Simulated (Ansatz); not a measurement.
The starting structures come from a database of crystals and need not be the phases stable at ambient conditions.

By PBEsol, the system below comes out a metal.

Input:

```
Pt
1.0
    2.76067     0.00000     0.00000
   -1.38034     2.39081     0.00000
    0.00000     0.00000     4.64837
Pt
2
Direct
  0.66667   0.33333   0.75000
  0.33333   0.66667   0.25000
```

Space group of this cell: P6_3/mmc, hcp (Mg type). The cell is strained (lengths along the current scaled by 0.97, ions clamped); by PBEsol its mean pressure is -3.9 GPa.

The current flows along the normal of the first two printed cell vectors, the (001) (indices of the unstrained crystal) plane of the conventional cell. No spin-orbit coupling; the value is a mean over 0.1 eV about the Fermi level.

Q: Predict the ballistic conductance per area from Ansatz (a first-principles code) with PBEsol.

A: 1.8 × 10¹⁵ S/m² for both spins.
